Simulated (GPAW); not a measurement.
Worked example: self-consistent single point of CaMg2 (P-3m1, 6 atoms in the cell) in GPAW.

Method of the run: PBEsol, GPAW PAW datasets PBEsol (made by gpaw-setup) (plane waves; GPAW).

```yaml
crystal:
  lattice:
    - [3.44507, 0.00000, 0.00000]
    - [-1.72253, 2.98352, 0.00000]
    - [0.00000, 0.00000, 16.88730]
  atoms:
    - { symbol: Ca, position: [0.66667, 0.33333, 0.09557] }
    - { symbol: Ca, position: [0.33333, 0.66667, 0.90443] }
    - { symbol: Mg, position: [0.33333, 0.66667, 0.26599] }
    - { symbol: Mg, position: [0.66667, 0.33333, 0.73401] }
    - { symbol: Mg, position: [0.66667, 0.33333, 0.42201] }
    - { symbol: Mg, position: [0.33333, 0.66667, 0.57799] }
```

Reference input (self-consistent single point, DFT LDA (Perdew-Wang 92), plane waves, GPAW PAW datasets LDA (gpaw-data 1.0.1)): mode = pw; ecut = 850 eV; xc = LDA; kpts = 8 8 2; mesh shift (steps) = 0 0 0; occupations.name = methfessel-paxton; occupations.width = 0.1 eV; occupations.order = 0; nbands = -12; symmetry.symmorphic = false; symmetry.tolerance = 0.0005; maxiter = 100. This run's input differs from it in these lines:

```diff
@@ -17,3 +17,3 @@
 calc = GPAW(mode=PW(850),
-            xc='LDA',
+            xc='PBEsol',
             kpts={'size': (8, 8, 2), 'gamma': True},
```

Its files differ too (potentials: GPAW PAW datasets PBEsol (made by gpaw-setup)).

Log, with long lists cut:

```
     iter     time        total  log10-change:
                         energy   eigst   dens
iter:   1 --:--:--   -11.020813
iter:   2 --:--:--   -11.225630   -0.33  -1.45
iter:   3 --:--:--   -11.309694   -0.92  -1.60
iter:   4 --:--:--   -11.330189   -1.69  -1.63
iter:   5 --:--:--   -11.317494c  -2.09  -1.70
iter:   6 --:--:--   -11.320394c  -2.70  -2.03
iter:   7 --:--:--   -11.306169c  -3.35  -2.23
iter:   8 --:--:--   -11.302039c  -4.23  -2.57
iter:   9 --:--:--   -11.298836c  -4.25  -2.68
   [... 3 lines left out ...]
iter:  13 --:--:--   -11.297745c  -6.05  -3.54
iter:  14 --:--:--   -11.297739c  -6.70  -3.80
iter:  15 --:--:--   -11.297723c  -6.58  -3.84
iter:  16 --:--:--   -11.297721c  -7.14  -3.99
iter:  17 --:--:--   -11.297732c  -7.07  -4.04c
iter:  18 --:--:--   -11.297732c  -7.65c -4.44c
Converged after 18 iterations.

Dipole moment: (-0.000000, -0.000000, -0.000000) |e|*Ang

Energy contributions relative to reference atoms: (reference = -58725.846484)

Kinetic:         -7.894525
Potential:      +17.521165
External:        +0.000000
XC:             -19.645501
Entropy (-ST):   -0.022777
Local:           -1.267482
SIC:             +0.000000
--------------------------
Free energy:    -11.309120
Extrapolated:   -11.297732

Showing only first 2 kpts
 Kpt  Band  Eigenvalues  Occupancy
  0    28      0.08384    2.00000
  0    29      2.21766    2.00000
  0    30      2.51035    2.00000
  0    31      4.57890    0.00000

  1    28      1.12284    2.00000
  1    29      1.18120    2.00000
  1    30      3.24669    1.56076
  1    31      4.11128    0.00000

Fermi level: 3.30138

No gap
   [... lines left out ...]
  0 Ca    0.00000    0.00000    0.14871
  1 Ca    0.00000    0.00000   -0.14871
  2 Mg    0.00000    0.00000    0.10469
  3 Mg   -0.00000   -0.00000   -0.10469
  4 Mg    0.00000    0.00000   -0.04773
  5 Mg    0.00000    0.00000    0.04773

Stress tensor:
    -0.001275    -0.000000     0.000000
    -0.000000    -0.001275    -0.000000
     0.000000    -0.000000     0.012867
Stress (GPa, Voigt): [-0.2043 -0.2043  2.0615 -0.      0.     -0.    ]
```

The run converged in 18 iterations. GPAW prints stress with tension positive. Against the reference run the pressure goes from -1.70 to -0.55 GPa and the largest force goes from 0.154 to 0.149 eV/Å.

The starting cell comes from a database of computed structures (which also holds hypothetical and non-ambient phases and stackings), without a prior relaxation at this level.

Cost on one core of a shared machine: roughly 4 min.
